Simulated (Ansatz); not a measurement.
Band structure of TlSn (P4/mmm, 2 atoms in the cell).

```yaml
crystal:
  lattice:
    - [3.61473, 0.00000, 0.00000]
    - [0.00000, 3.61473, 0.00000]
    - [0.00000, 0.00000, 4.37500]
  atoms:
    - { symbol: Tl, position: [0.00000, 0.00000, 0.00000] }
    - { symbol: Sn, position: [0.50000, 0.50000, 0.50000] }
```

Method: PBEsol, default PAW files made with PBE (plane waves; Ansatz, a program for electronic structure).

Settings: kpoints.mp_grid.grid = 9 9 8; hamiltonian.xc = pbesol; hamiltonian.pseudopotentials = {kind: paw} (the program's default PAW files); scf.occupations.method = fermi_dirac; scf.occupations.width = 0.1 eV; kpoints.band_path.npoints = 10.

The starting cell comes from a database of published, mostly measured structures (it also holds non-ambient and calculated ones), without a prior relaxation at this level. Spin-orbit coupling is off.

Levels in eV from the Fermi level, bands 10 to 17:
| point | 10 | 11 | 12 | 13 | 14 | 15 | 16 | 17 |
|---|---|---|---|---|---|---|---|---|
| Γ | -11.15 | -10.40 | -2.90 | -1.57 | 1.64 | 1.64 | 5.19 | 6.04 |
| X | -11.20 | -7.58 | -7.00 | 1.25 | 1.56 | 1.82 | 2.49 | 4.26 |
| M | -11.00 | -5.23 | -4.57 | -3.11 | -3.11 | 2.41 | 4.40 | 4.40 |
| Z | -11.15 | -8.53 | -8.00 | 3.48 | 3.48 | 3.62 | 4.43 | 4.97 |
| R | -11.10 | -6.18 | -5.64 | -3.77 | -3.52 | 4.44 | 6.94 | 7.09 |
| A | -11.00 | -5.02 | -3.94 | -0.97 | -0.97 | -0.15 | -0.15 | 0.19 |

Bands cross the Fermi level along this path, so the cell is metallic at this level.

Keys are those of Ansatz 0.2.
